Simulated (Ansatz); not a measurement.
Structures of equal composition on the (111)B surface of zinc-blende BP (P plane on top): 2x2 Al adatom at H3; 2x2 Al adatom at T4. The slabs share one bottom face, and each structure is named by its start. These are constructed structures in small cells; real faces may alloy, dewet or reconstruct in larger ones, and not all known structures of the face are among them. Slabs of about 14 Å with all that they carry, Fermi-Dirac smearing of 0.025 eV. Bottom of the slabs: H caps. Relaxed from the named starts with such symmetry as they have, on meshes of like density; energies extrapolated to zero smearing; no spin-orbit coupling, no U. Spin-polarised runs, if any, are marked in brackets, and their order is one that fits the cell; the others ran without spin. Where a second, spin-polarised start was run, the lower counts.

Host crystal: zinc-blende BP, with a band gap (PBE, scalar-relativistic without spin-orbit coupling).

The numbers are results of PBE (plane waves to 420 eV, PAW; Ansatz, an electronic-structure program), not measurements.

Q: Put the candidates in order of energy per 1x1 cell, lowest first, for PBE.

A: 2x2 Al adatom at T4 (0.000 eV, gap 0.60 eV on the mesh), 2x2 Al adatom at H3 (0.088 eV, gap 0.54 eV on the mesh)
